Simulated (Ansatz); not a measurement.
**Effective masses and thermopower of La2O3 (P-3m1)**

Given:

```yaml
crystal:
  lattice:
    - [3.90609, 0.00000, 0.00000]
    - [-1.95304, 3.38277, 0.00000]
    - [0.00000, 0.00000, 6.04018]
  atoms:
    - { symbol: La, position: [0.66667, 0.33333, 0.75463] }
    - { symbol: La, position: [0.33333, 0.66667, 0.24537] }
    - { symbol: O, position: [0.66667, 0.33333, 0.35397] }
    - { symbol: O, position: [0.33333, 0.66667, 0.64603] }
    - { symbol: O, position: [0.00000, 0.00000, 0.00000] }
```

Level of theory: PBEsol with spin-orbit coupling, rigid bands (plane waves, PAW; Ansatz, a program for electronic structure). Geometry: cell and atoms relaxed with PBEsol.

```json
{
 "band_gap": "3.76 eV",
 "electron conductivity mass (300 K, dilute)": "2.3 (x), 2.3 (y), 1.08 (z) mₑ",
 "hole conductivity mass (300 K, dilute)": "3.3 (x), 3.3 (y), 1.38 (z) mₑ",
 "effective density of states N_c (300 K)": "2.0e20 cm⁻³",
 "effective density of states N_v (300 K)": "7.0e20 cm⁻³",
 "density_of_states_mass_electrons": "3.9 mₑ",
 "density_of_states_mass_holes": "9.2 mₑ",
 "Seebeck coefficient, n-type 1e19 cm⁻³, 300 K": "-493 μV/K",
 "Seebeck coefficient, p-type 1e19 cm⁻³, 300 K": "552 μV/K"
}
```

Rigid bands; masses and Seebeck coefficients take one relaxation time τ for all states and one kind of carrier; polarons and phonon drag are left out.
